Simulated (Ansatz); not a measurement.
Ansatz (a program for electronic structure) run on SnIr (P6_3/mmc, 4 atoms in the cell): zone-centre phonon calculation.

Level of theory: LDA (PW92), default PAW files made with PBE (plane waves; Ansatz).

```xyz
4
Lattice="4.0141 0.0000 0.0000 -2.0070 3.4763 0.0000 0.0000 0.0000 5.6711" Properties=species:S:1:pos:R:3 pbc="T T T"
Sn     2.0070     1.1588     4.2534
Sn     0.0000     2.3175     1.4178
Ir     0.0000     0.0000     2.8356
Ir     0.0000     0.0000     0.0000
```

Reference input (self-consistent single point, DFT, LDA (PW92), plane waves, default PAW files made with PBE): basis.ecutwfc = 420 eV; kpoints.mp_grid.grid = 10 10 6; hamiltonian.xc = lda; hamiltonian.pseudopotentials = {kind: paw} (the program's default PAW files); scf.occupations.method = fermi_dirac; scf.occupations.width = 0.1 eV. This run's input differs from it in these lines:

Ansatz 0.2 input:
```diff
@@ -18,7 +18,5 @@
 scf:
-  occupations: { method: fermi_dirac, width: 0.1 eV }
-output:
-  forces: true
-  eigenvalues: true
-  stress: true
+  occupations: { method: fermi_dirac, width: 0.5 eV }
+phonons:
+  method: dfpt
```

The program printed (abridged):

```
SCF iter   1: F=—  HF=-35087.521494 eV  |F-HF|=—  |Δ(HF+E_count)|=         —  Δρ=1.19e-2  dr2=9.08e-2  ethr=1.77e-3  ⟨swp⟩=8.2  Hψ=31463  notcnv=0
all-band conjugate gradients solve this SCF's bands
preconditioner: auto → Kerker (q_TF=auto, 2.620 Å⁻¹)
SCF iter   2: F=—  HF=-35087.505142 eV  |F-HF|=—  |Δ(HF+E_count)|=   1.64e-2  Δρ=6.50e-3  dr2=3.40e-2  ethr=1.46e-4  ⟨swp⟩=1.0  Hψ=8773  notcnv=0
   [... lines left out ...]
SCF iter   7: F=—  HF=-35087.496244 eV  |F-HF|=—  |Δ(HF+E_count)|=   1.71e-8  Δρ=1.92e-6  dr2=2.44e-9  ethr=8.57e-11  ⟨swp⟩=2.0  Hψ=11433  notcnv=0
SCF iter   8: F=—  HF=-35087.496244 eV  |F-HF|=—  |Δ(HF+E_count)|=  7.93e-10  Δρ=5.18e-7  dr2=4.23e-10  ethr=3.93e-12  ⟨swp⟩=2.7  Hψ=13827  notcnv=0
SCF iter   9: F=—  HF=-35087.496244 eV  |F-HF|=—  |Δ(HF+E_count)|=  8.73e-11  Δρ=1.55e-7  dr2=2.80e-11  ethr=1.00e-12  ⟨swp⟩=1.0  Hψ=7398  notcnv=0
SCF iter  10: F=-35087.496244 eV  HF=-35087.496244 eV  |F-HF|=7.28e-12  |Δ(HF+E_count)|=    0.00e0  Δρ=2.80e-8  dr2=5.92e-13  ethr=1.00e-12  ⟨swp⟩=5.1  Hψ=27878  notcnv=0
SCF 1 converged in 10 iterations: F = -35087.496244 eV  dr2 = 5.92e-13
DFPT response loops at Γ: preconditioner auto → Kerker (q_TF=auto, 2.620 Å⁻¹) (partly filled bands, converged f_vac=0.005) …
Free energy (F): -35087.496244 eV
Internal energy: -35085.557764 eV  (E = F + TS)
E sigma→0 (E₀):  -35086.527004 eV
Entropy (-TS):   -1.938481 eV (-484.620 meV/atom)
Fermi energy:    15.777656 eV
--- Phonons (Γ-DFPT): 4 representative perturbations + reference, on 172 of 600 k-points (Σ response iterations 12) ---
  k mesh reduced under 2 symmetry operations, with k and −k counted as one. Each operation leaves every solved perturbation unchanged …
  ASR residual: 1.205e-3 → 0.000e0 eV/Å²; symmetrization residual: 5.960e-5 eV/Å²
  ASR residual per site (eV/Å²): 1.46e-4 1.46e-4 1.21e-3 1.21e-3
  Γ frequencies (cm⁻¹): 0.00 0.00 0.00 95.26 95.26 128.21 137.98 148.52 148.52 154.64 164.23 164.23
  non-analytic LO–TO correction: not included (Born effective charges unavailable; polar crystals: no LO–TO splitting at Γ)
```

The run converged in 10 iterations. 

Summary of the result:
- Free energy E − TS (on the zero of these files): -35087.4962 eV
- Fermi level (on the code's own zero): 15.78 eV
- Zone-centre frequencies (cm⁻¹; negative means imaginary): 0, 0, 0, 95, 95, 128, 138, 149, 149, 155, 164, 164

The starting cell comes from a database of computed structures (which also holds hypothetical and non-ambient phases and stackings), without a prior relaxation at this level. Its lattice was rescaled by up to half a per cent. Spin polarisation is off.

Cost on one core of a shared machine: roughly 5 min.
